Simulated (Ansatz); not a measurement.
Take AlN in the zinc blende structure (space group F-43m, No. 216; a = 4.3423 Å) as the base. Axes: x, y, z lie along the cube axes.

The values are results of LDA/PAW in Ansatz (an electronic-structure program), scalar-relativistic without spin-orbit coupling, not measurements.

Before the change:

```
Quantity               Value
-------------------  -------
Smallest direct gap  4.39 eV
Band gap             3.25 eV
```

It is then changed as follows: biaxial strain −1.67 %, plane normal [111], relaxed out of plane (Cartesian); in-plane vectors clamped, the third vector and the atoms free.

Task: Estimate the effect on the smallest direct gap.

Result: The smallest direct gap grows by 0.15 eV, from 4.39 eV to 4.54 eV.

Task: What happens to the valence-band top at Γ?

Result: The valence-band top at Γ (three highest levels, from the VBM) comes out as 0.00, 0.00, -0.22 eV.

Task: What does the calculation give for the band gap after the change?

Result: The band gap drops by 0.07 eV (3.25 eV → 3.18 eV).

Task: Predict the new out-of-plane strain.

Result: The out-of-plane strain comes out as +0.63 %.

Whether these cells are dynamically stable was not tested. This is not the structure that AlN has at room temperature and ambient pressure.
